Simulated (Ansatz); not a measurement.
An Ansatz (a program for electronic structure) run: ScAl3; PBE (Ansatz, PAW, no spin-orbit coupling), earlier PAW set.

Input:

Ansatz 0.2 input:
```yaml
crystal:
  lattice:
    - [4.1054490715, 0, 0]
    - [0, 4.1054490715, 0]
    - [0, 0, 4.1054490715]
  atoms:
    - { symbol: Al, position: [0, 0.5, 0.5] }
    - { symbol: Al, position: [0.5, 0.5, 0] }
    - { symbol: Al, position: [0.5, 0, 0.5] }
    - { symbol: Sc, position: [0, 0, 0] }
basis: { ecutwfc: 420, ecutrho_ratio: 4, xc_grid: 2, fft_grid_basis: typed }
kpoints: { mp_grid: { grid: [11, 11, 11] } }
hamiltonian:
  xc: pbe
  dispersion: none
  pseudopotentials: { azcp: { folder: ./paw }, kind: paw }
scf: { occupations: { method: fermi_dirac, width: 0.05 }, convergence: { dr2_threshold: 0.0000000004 } }
output: { forces: true, stress: true }
checkpoint: { write: state.ck, write_every: 1000 }
```

Output (explanatory and most iteration lines left out):

```
Pseudopotential: Al, paw, valence charge 3
Pseudopotential: Sc, paw, valence charge 11
Crystal: 4 atoms, lattice volume = 69.196 Å³
Basis set: ecut = 420 eV, 1357 PW (Γ), exchange–correlation on 60×60×60 points (8 copies of the dense FFT grid, shifted against one another)
Bands: 14, of which v1, the nominal top of the filled ones, is band 10 counted from 1 (9 counted from 0)
Symmetry: 48 space group operations
Space group: Pm-3m (ITA 221), of the structure as read, at distance tolerance 4.1e-5 Å
k-points: 56 of 1331
Functional: x = pbe(κ = 0.804, μ = 0.2195149727645171), c = pbe(β = 0.06672455060314922)
SCF iter   1: F=—  HF=-3750.427142 eV  |F-HF|=—  |Δ(HF+E_count)|=         —  Δρ=2.55e-2  dr2=8.76e-1  ethr=3.10e-3  ⟨swp⟩=5.8  Hψ=4330  notcnv=0
SCF iter   2: F=—  HF=-3750.263324 eV  |F-HF|=—  |Δ(HF+E_count)|=   1.64e-1  Δρ=1.63e-2  dr2=2.72e-1  ethr=3.10e-3  ⟨swp⟩=2.0  Hψ=1434  notcnv=0
SCF 1 converged in 8 iterations: F = -3750.143513 eV  dr2 = 1.26e-10
SCF converged after 8 iterations
Free energy (F): -3750.143513 eV
Internal energy: -3750.133889 eV  (E = F + TS)
E sigma→0 (E₀):  -3750.138701 eV
Entropy (-TS):   -0.009625 eV (-2.406 meV/atom)
Fermi energy:    9.049467 eV
--- Forces (eV/Å), atoms counted from 1 ---
  atom   1  Al     0.00000000     0.00000000    -0.00000000
  atom   2  Al     0.00000000    -0.00000000    -0.00000000
  atom   3  Al     0.00000000     0.00000000    -0.00000000
  atom   4  Sc    -0.00000000     0.00000000    -0.00000000
--- Stress (GPa, compression-positive) ---
       -0.000158      -0.000000       0.000000
        0.000000      -0.000158       0.000000
        0.000000       0.000000      -0.000158
  P = ⅓ Tr σ = -0.0002 GPa (-0.002 kbar)
```

No phonon test of stability was made. All final runs are without spin polarisation. The cell is ScAl3 in the Cu3Au type structure (space group Pm-3m, No. 221).
